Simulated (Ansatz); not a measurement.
**Response to strain in Ag**

Start from Ag in the fcc (Cu type) structure (space group Fm-3m, No. 225; relaxed with 0.1 eV smearing).

```yaml
crystal:
  lattice:
    - [0.00000, 2.07447, 2.07447]
    - [2.07447, 0.00000, 2.07447]
    - [2.07447, 2.07447, 0.00000]
  atoms:
    - { symbol: Ag, position: [0.00000, 0.00000, 0.00000] }
```

Strains are applied to the cell and any free atomic positions relax.

All numbers come from PBE in Ansatz (plane waves to 420 eV, PAW, scalar-relativistic without spin-orbit coupling), earlier PAW set.

| isotropic strain (%) | pressure (GPa) |
|---|---|
| -0.58 | 1.7 |
| 0 | 0.0 |
| 0.23 | -0.6 |
| 2.32 | ? |
| 2.64 | -5.7 |

Q: Fit P = P₀ − Bδ + Cδ² with δ = (1 + ε)³ − 1 to the rows shown and predict the withheld row.

A: Least squares on the printed values gives P₀ = 0.0 GPa, B = 92.5 GPa, C = 273 GPa (largest residual 0.0 GPa); this predicts -5.2 GPa, and the run gives -5.1 GPa, in agreement.

No phonon test of stability was made.

Ansatz is an electronic-structure program.
